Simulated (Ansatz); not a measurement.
The parent structure is ScAgSe₂ (space group P-3m1, No. 164; a cell from a computed database, its experimental status unchecked).

```
ScAgSe2
1.0
    3.89663     0.00000     0.00000
   -1.94831     3.37458     0.00000
    0.00000     0.00000     6.62699
Sc Ag Se
1 1 2
Cartesian
  0.00000   0.00000   0.00000
  0.00000   0.00000   3.31350
  0.00000   2.24972   1.53615
  1.94831   1.12486   5.09084
```

Method: r2SCAN, PAW, 500 eV (Ansatz, a quantum-chemistry and plane-wave program; spin-orbit coupling left out), earlier PAW set.

Base values:

The band gap is 0.98 eV. The lattice parameter a is 3.897 Å.

It is then changed as follows: cell and atoms relaxed at a pressure of 1.5 GPa.

**Question.** How does this affect the band gap and lattice parameter a?

**Answer.** The band gap shrinks by 0.07 eV, from 0.98 eV to 0.91 eV; the lattice parameter a decreases by 0.026 Å to 3.871 Å.

Load acts through the strain it causes; cell and atoms are relaxed under it. Stability against distortions was not tested. The final runs are not spin-polarised.
